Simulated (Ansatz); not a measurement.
## PbS (within 0.1 Å of Fm-3m, No. 225, 8 atoms in the cell; start mp-21276): smallest direct gap on the k points sampled by level of theory

No measured value is used here.

```json
[
 {"level (code)": "HSE06 (Ansatz)", "value (eV)": "0.74"},
 {"level (code)": "PBE0 (Ansatz)", "value (eV)": "[?]"},
 {"level (code)": "r²SCAN0 (Ansatz)", "value (eV)": "1.50"}
]
```

### Question
Complete the blanks.

### Answer

- PBE0 (Ansatz, a first-principles code), value (eV): 1.31

Computed values are for a static lattice. Spin–orbit coupling is included only where a level's name says +SOC; with heavier elements it mostly lowers gaps and can invert bands.  Values are at the PBEsol cell. Cutoffs differ between the levels. Ansatz's density-functional and Hartree–Fock values are scalar-relativistic unless marked +SOC, with PAW data made under PBE.

A start named mp-… is a Materials Project structure, which need not be a measured phase.
